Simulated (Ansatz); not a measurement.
This Ansatz (a quantum-chemistry and plane-wave program) input is the reference run, Ru in the hcp (Mg type) structure (space group P6_3/mmc, No. 194), computed with Kohn–Sham DFT with the r2SCAN functional, run in Ansatz with PAW and 500 eV plane waves, no SOC:

Ansatz 0.2 input:
```yaml
crystal:
  lattice:
    - [2.7045625211, 0, 0]
    - [-1.3522812606, 2.3422198494, 0]
    - [0, 0, 4.2600880657]
  atoms:
    - { symbol: Ru, position: [0.3333333333, 0.6666666667, 0.75] }
    - { symbol: Ru, position: [0.6666666667, 0.3333333333, 0.25] }
basis: { ecutwfc: 500, ecutrho_ratio: 4, xc_grid: 4, fft_grid_basis: typed }
kpoints: { mp_grid: { grid: [20, 20, 11] } }
hamiltonian:
  xc: r2scan
  dispersion: none
  pseudopotentials: { kind: paw }
scf: { occupations: { method: fermi_dirac, width: 0.05 }, convergence: { dr2_threshold: 0.0000000002 } }
output: { forces: true, stress: true }
```

Q: Write the input for this change: the cell is stretched by 2.71 % along z with no lateral relaxation; the atoms relax in the strained cell.

A: 
Ansatz 0.2 input:
```yaml
crystal:
  lattice:
    - [2.7045625211, 0, 0]
    - [-1.3522812606, 2.3422198494, 0]
    - [0, 0, 4.3755364523]
  atoms:
    - { symbol: Ru, position: [0.3333333333, 0.6666666667, 0.75] }
    - { symbol: Ru, position: [0.6666666667, 0.3333333333, 0.25] }
basis: { ecutwfc: 500, ecutrho_ratio: 4, xc_grid: 4, fft_grid_basis: typed }
kpoints: { mp_grid: { grid: [20, 20, 11] } }
hamiltonian:
  xc: r2scan
  dispersion: none
  pseudopotentials: { kind: paw }
scf: { occupations: { method: fermi_dirac, width: 0.05 }, convergence: { dr2_threshold: 0.0000000002 } }
relax: { f_tol: 0.005, max_steps: 50 }
output: { forces: true, stress: true }
checkpoint: { write: state.ck, write_every: 1000 }
```
This is the input that was run.

Stability against distortions was not tested. All final runs are without spin polarisation.
